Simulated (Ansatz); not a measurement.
Levels about the gap of amorphous Hf18O39W (58 atoms in a cell of 755 Å³, 8.85 g/cm³; zone centre alone, so wide bands show as single levels with stretches between that a denser mesh fills), at the geometry that PBE relaxed, where it gives 0.3 GPa on a denser mesh. The participation number counts the atoms over which a state spreads; weights are charges in smoothed Voronoi cells. The levels come from a single point, so bond lengths are those of that geometry. Method of the levels: PBE, scalar-relativistic without spin-orbit coupling (Ansatz, a program for electronic structure). Sampling: the zone centre alone; Fermi-Dirac width 0.02 eV; no spin polarisation. At PBE the levels at both edges of the gap are localised (band-tail or defect states), and the nearest spread-out levels lie 4.2 eV apart at the zone centre.

A CHGNet melt-quench gave the starting glass, which DFT then relaxed. O atoms were pushed apart under 1.9 Å during the dynamics, to hinder bonds among them. The hot cell started wider than the set density and was brought back towards it in steps. It is the lowest in DFT energy of 2 quenches. It is a model cell: composition and starting density were chosen by hand, and all elements were melted together. No dispersion term was used. Its density started from a set value of 8.85 and ended at 8.85 g/cm³. The quench (nominally 380 K/ps over its main leg) was far faster than any real one, so the model tends to hold more defects than a real film. A cell of this size samples the disorder only roughly. The volume was held where the preparation left it and the shape relaxed, at a PBE pressure of 0.3 GPa.

```
E - E(highest filled), eV  filling  participation number        largest on  weight O  weight Hf  weight W
-------------------------  -------  --------------------  ----------------  --------  ---------  --------
-0.39                       filled                  19.5   O, 3 neighbours      0.94       0.06      0.00
-0.37                       filled                  21.3   O, 2 neighbours      0.94       0.05      0.00
-0.27                       filled                  21.3   O, 3 neighbours      0.95       0.05      0.00
-0.20                       filled                  11.3   O, 3 neighbours      0.95       0.05      0.00
-0.09                       filled                  15.3   O, 3 neighbours      0.95       0.05      0.00
-0.09                       filled                  12.1   O, 3 neighbours      0.95       0.05      0.00
0.00                        filled                   6.8   O, 3 neighbours      0.96       0.04      0.00
3.27                         empty                   4.2   W, 6 neighbours      0.41       0.13      0.46
3.42                         empty                   4.3   W, 6 neighbours      0.41       0.13      0.46
3.63                         empty                   4.2   W, 6 neighbours      0.40       0.14      0.46
4.13                         empty                  20.8  Hf, 5 neighbours      0.46       0.52      0.02
4.32                         empty                  21.8  Hf, 7 neighbours      0.42       0.57      0.02
4.34                         empty                  26.0  Hf, 6 neighbours      0.36       0.62      0.02
4.47                         empty                  20.6  Hf, 5 neighbours      0.37       0.62      0.01
```

Most localised among these is the empty level at +3.27 eV, on a W atom, which has 6 neighbours (O 1.79 Å, O 1.84 Å, O 1.86 Å, O 1.95 Å, O 2.09 Å, O 2.11 Å).
